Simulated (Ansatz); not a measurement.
# Response to strain and stress in Se

Base system: Se (space group P3_121, No. 152; a = 4.506 Å, c = 4.991 Å; made of chains). Axes: x lies along a and z along c of the hexagonal cell.

Strains are applied to the cell and any free atomic positions relax; under biaxial strain the out-of-plane vector relaxes too; under stress the whole cell relaxes.

Computed with r2SCAN in Ansatz (plane waves to 500 eV, PAW, scalar-relativistic without spin-orbit coupling).

Candidates:
(a) uniaxial stress, 0.5 GPa tension along z
(b) isotropic strain +2.86 %
(c) biaxial strain +0.93 %, plane normal [001], relaxed out of plane
(d) isotropic strain +4.95 %

Before the change:

| Item | Value |
|---|---|
| Band gap | 1.33 eV |

Question: Order them by band gap, highest first.

Answer: (c) biaxial strain +0.93 %, plane normal [001], relaxed out of plane (1.39 eV), (a) uniaxial stress, 0.5 GPa tension along z (1.23 eV), (b) isotropic strain +2.86 % (1.15 eV), (d) isotropic strain +4.95 % (1.00 eV)

Stability under load was not tested beyond the relaxation. No dispersion term is included, though the crystal is made of layers, chains or molecules, so its spacings can come out too wide.

Ansatz is an electronic-structure program.
